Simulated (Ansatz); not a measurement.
# GaN, pressure series

Take GaN in the zinc blende structure (space group F-43m, No. 216) as the base.

```yaml
crystal:
  lattice:
    - [0.00000, 2.22769, 2.22769]
    - [2.22769, 0.00000, 2.22769]
    - [2.22769, 2.22769, 0.00000]
  atoms:
    - { symbol: Ga, position: [0.00000, 0.00000, 0.00000] }
    - { symbol: N, position: [0.25000, 0.25000, 0.25000] }
```

Cell and atoms are relaxed at each pressure.

The values are results of LDA/PAW in Ansatz (an electronic-structure program), no SOC, not measurements.

Candidates:
(a) pressure −2 GPa
(b) pressure 30 GPa
(c) pressure −1 GPa
(d) pressure 0.9 GPa

For the base:

- Band gap: 1.96 eV

### Question
Order them by band gap, lowest first.

### Answer
(a) pressure −2 GPa (1.89 eV), (c) pressure −1 GPa (1.92 eV), (d) pressure 0.9 GPa (1.98 eV), (b) pressure 30 GPa (2.70 eV)

Load acts through the strain it causes; cell and atoms are relaxed under it. Whether these cells are dynamically stable was not tested. Tetrahedral semiconductors of this kind turn to denser phases somewhere between about 1 and 50 GPa; those were not computed, so compressed cells here can lie past the real transition. This is not the structure that GaN has at room temperature and ambient pressure.
